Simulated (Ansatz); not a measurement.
Base system: C in the diamond structure (space group Fd-3m, No. 227; a = 3.5603 Å).

Level of theory: r2SCAN/PAW in Ansatz (a first-principles code), scalar-relativistic without spin-orbit coupling.

Base values:

The shortest interatomic distance is 1.542 Å.

Now apply this change: cell and atoms relaxed at a pressure of 22.5 GPa.

What does the calculation give for the mean gap deformation potential ΔEg/Δln V and shortest interatomic distance after the change?

The mean gap deformation potential ΔEg/Δln V amounts to -2.4 eV; the shortest interatomic distance shrinks by 0.0234 Å (1.542 Å → 1.518 Å).

Load acts through the strain it causes; cell and atoms are relaxed under it. No phonon test of stability was made. No other phases were tried under pressure.
